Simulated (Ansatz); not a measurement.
Amorphous Al28O43Be, 72 atoms at 3.10 g/cm³, one PBE-relaxed geometry, zone centre. Methods: PBE, scalar-relativistic without spin-orbit coupling (Ansatz, a program for electronic structure); r2SCAN, scalar-relativistic without spin-orbit coupling (Ansatz); HSE06, scalar-relativistic without spin-orbit coupling (Ansatz). Plane waves to 420 eV (r2SCAN 500 eV); exact exchange is cut at the cell's faces. At PBE the levels at the filled edge of the gap are localised (band-tail or defect states), and the nearest spread-out levels lie 4.0 eV apart at the zone centre. All rungs ran without spin polarisation.

It comes from a melt-quench run on a machine-learned potential (CHGNet), relaxed afterwards by DFT. O atoms were pushed apart under 1.9 Å during the dynamics, to hinder bonds among them. The hot cell started wider than the set density and was brought back towards it in steps. It is the lowest in DFT energy of 2 quenches. It is a model cell: composition and starting density were chosen by hand, and all elements were melted together. No dispersion term was used. Its density started from a set value of 3.09 and ended at 3.10 g/cm³. Cooling (nominally 410 K/ps over its main leg) ran many orders faster than in experiment, which tends to leave more defects and strain. A cell of this size samples the disorder only roughly. Volume and shape were free in the relaxation.

The relaxation ran on the zone centre alone. At PBE the level gap is 3.13 eV on a 2×2×2 Γ-centred mesh, and the spacing at the zone centre alone 3.12 eV.

Q: What zone-centre spacing does r2SCAN give, roughly?

A: 3.76 eV (+0.64 eV against PBE).

Q: What zone-centre spacing does HSE06 give, roughly?

A: 4.81 eV (+1.69 eV against PBE).

The highest filled and the lowest empty state spread over these numbers of atoms (participation numbers): PBE: 3.0 and 65.4; r2SCAN: 3.1 and 64.8; HSE06: 3.1 and 65.0.
